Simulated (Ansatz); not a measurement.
Base system: Hf in the hcp (Mg type) structure (space group P6_3/mmc, No. 194; a = 3.158 Å, c = 5.004 Å; relaxed with 0.1 eV smearing). Axes: x lies along a and z along c of the hexagonal cell.

Level of theory: PBEsol/PAW in Ansatz (a quantum-chemistry and plane-wave program), no SOC.

Strains are applied to the cell and any free atomic positions relax.

One change was made to it. Results:

| quantity | base | after |
|---|---|---|
| largest internal atomic displacement | – | 0.011 Å |
| shortest interatomic distance | 3.096 Å | 3.102 Å |
| energy relative to the base (free energy F) | 0 meV/atom | +2.7 meV/atom |

**Question.** Name the change that was made.
A) uniaxial strain ε_xx = +1.50 %
B) uniaxial strain ε_xx = −2.50 %
C) uniaxial strain ε_xx = +2.00 %
D) uniaxial strain ε_xx = −2.00 %

**Answer.** A, uniaxial strain ε_xx = +1.50 %. For comparison, the energy relative to the base in the other runs: uniaxial strain ε_xx = −2.50 % gives +8.1 meV/atom; uniaxial strain ε_xx = +2.00 % gives +4.7 meV/atom; uniaxial strain ε_xx = −2.00 % gives +5.1 meV/atom.

No phonon test of stability was made. All final runs are without spin polarisation.
